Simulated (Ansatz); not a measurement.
Start from SnO$_{2}$ in the rutile structure (space group P4_2/mnm, No. 136; a = 4.722 Å, c = 3.190 Å).

Calculations: Kohn–Sham DFT with the LDA functional, run in Ansatz (a first-principles code) with PAW and 420 eV plane waves, no SOC.

Strains are applied to the cell and any free atomic positions relax.

One change was made to it. Results:

```tsv
quantity	base	after
energy relative to the base (free energy F)	0 meV/atom	+45 meV/atom
band gap	1.16 eV	2.03 eV
electron mass	0.18 mₑ along c, 0.20 mₑ across (at Γ)	0.22 mₑ along c, 0.26 mₑ across (at Γ)
```

### Question
What was done to the base?
A. isotropic strain −1.80 %
B. isotropic strain −2.40 %
C. isotropic strain −1.20 %

### Answer
B, isotropic strain −2.40 %. For comparison, the band gap in the other runs: isotropic strain −1.20 % gives 1.58 eV; isotropic strain −1.80 % gives 1.80 eV.

Masses are band curvatures over ±0.01 Å⁻¹ around the edge. No phonon test of stability was made.
